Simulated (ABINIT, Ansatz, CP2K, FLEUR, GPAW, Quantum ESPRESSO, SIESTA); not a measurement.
Code comparison for N2 (P6_3/mmc, 4 atoms in the cell)

Self-consistent single point.

```
N2
1.0
    4.16723     0.00000     0.00000
   -2.08361     3.60893     0.00000
    0.00000     0.00000     7.00600
N
4
Direct
  0.33333   0.66667   0.32893
  0.66667   0.33333   0.67107
  0.66667   0.33333   0.82893
  0.33333   0.66667   0.17107
```

All programs got the same cell, k-point mesh and kind of occupations (some realise fixed ones as a very narrow smearing) (in Ansatz's words: kpoints.mp_grid.grid = 5 5 3; scf.occupations.method = fixed); potentials, basis and cutoffs are each program's usual ones.

```
code                                                                                                                                 model  pressure (GPa)  largest force (eV/Å)  gap on the mesh (eV)  k-points           cutoff
----------------  ------------------------------------------------------------------------------------------------------------------------  --------------  --------------------  --------------------  --------  ---------------
CP2K                                                  LDA (Pade form), GPW, DZVP-MOLOPT-SR-GTH basis, GTH-PADE potentials (GTH_POTENTIALS)            0.93                 1.243                 7.017        38      grid 400 Ry
FLEUR                                                     LDA (Vosko-Wilk-Nusair), all-electron FLAPW (FLEUR), scalar-relativistic valence               –                 1.621                 7.055        10  Kmax 4.7 1/bohr
Quantum ESPRESSO                                                                       LDA (PZ), GBRV 1.5 ultrasoft (LDA) pseudopotentials           -1.26                 0.663                 6.899        10            40 Ry
ABINIT                                                     LDA (PW92), norm-conserving pseudopotentials (PseudoDojo nc-sr-04 LDA standard)           -1.70                 1.143                 6.906        10          1143 eV
Ansatz                                                                                                 LDA (PW92), PAW files made with PBE           -2.62                 1.741                 6.937        10           420 eV
GPAW                                                                         LDA (Perdew-Wang 92), GPAW PAW datasets LDA (gpaw-data 1.0.1)               –                 1.511                 6.932        10           900 eV
SIESTA            LDA PW92, numerical atomic orbitals DZP, PseudoDojo LDA standard norm-conserving potentials (rewritten from UPF to PSML)            0.70                 2.377                 7.138        38      grid 400 Ry
```

A dash marks a value that a program does not give, or that is left out as unsure.

Gaps are read on the mesh.

The spread over the programs that give each value: pressure within 3.55 GPa; largest force within 1.714 eV/Å; gap on the mesh within 0.239 eV.

The starting cell comes from a database of computed structures (which also holds hypothetical and non-ambient phases and stackings), without a prior relaxation at this level. On Ansatz's run: In the base run, forces exceed 1 eV/Å.

Question: Why do the programs differ, and what cannot be compared?

Answer: Differences of this kind can come from the potentials, where these differ, and from what each basis and cutoff leave unconverged. The zero of total energies and Fermi levels follows the potentials and each program's conventions, so they are not compared here. CP2K and SIESTA use small atom-centred bases, whose incompleteness enters pressures, forces and empty levels differently from a plane-wave cutoff. FLEUR treats all electrons, but the usual bases taken here (sphere radii, linearisation, local orbitals, empty states) were not tested for convergence, so the values are no reference for the others. Ansatz's pressure is given at a fixed set of plane waves, as the other plane-wave codes print theirs; with its correction for the finite basis it is -2.37 GPa (the shift of 0.25 GPa shows how far the cutoff is from converged). The pressure of GPAW is left out: its cutoff lies under the one at which its stress was checked. The same LDA comes in different parametrisations, which differ slightly. The programs reduce the same mesh by symmetry to different extents, which changes the work and not the result. In the pressure, CP2K (by 2.63) and SIESTA (by 2.40) lie more than 1 GPa from the median of the plane-wave programs. In the gap, FLEUR (by 0.136) and SIESTA (by 0.219) lie more than 0.12 eV from the median of the plane-wave programs.

Ansatz is a first-principles code.

Keys are those of Ansatz 0.2.
